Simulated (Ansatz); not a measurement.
# Competing hops of interstitial F in 2H silicon carbide, charge state -1

Defect: interstitial F in 2H silicon carbide, charge state -1. These are PBE, PAW (plane waves to 420 eV; Ansatz, a quantum-chemistry and plane-wave program) values and carry that method's errors.

72-site cell at the relaxed PBE lattice, the Γ point alone, smearing 0.01 eV, spin-restricted, no finite-size correction. No zero-point or tunnelling terms. The host's phase is taken as given; its stability against other phases was not computed. The charge state is imposed; whether it is stable for some Fermi level was not computed. Sites that were not tried may lie lower.

Barriers: single points on a 2×2×2 k-point mesh shifted by half a step along c at the bands' geometries (they differ from the bands' own by up to 0.42 eV, and are uncertain by about as much).

```json
[
 {"Route": "one F atom jumps by itself", "Start site over the lowest site run (eV)": "0.00", "Hop (Å)": "2.53", "Forward barrier (eV)": "3.09", "Backward barrier (eV)": "3.09", "Neighbours at the start": "3 C at 2.26, 3 C at 2.30; 3 Si at 1.89 Å", "Neighbours at the saddle": "3 C at 2.03; 3 Si at 1.90 Å", "Saddle order": "not checked, on a symmetry element", "Forward, on the band's own sampling (eV)": "2.67"}
]
```

Paths come from CI-NEB runs.  A band can be held on a symmetry element, so unchecked saddle points there may be too high. A further band (one F atom jumps by itself, 3.09 Å) gave 1.36 eV forward on its own sampling, 1.36 eV above the lowest site run, but a shoulder points to a second hump between its images, so it is not taken as a result.
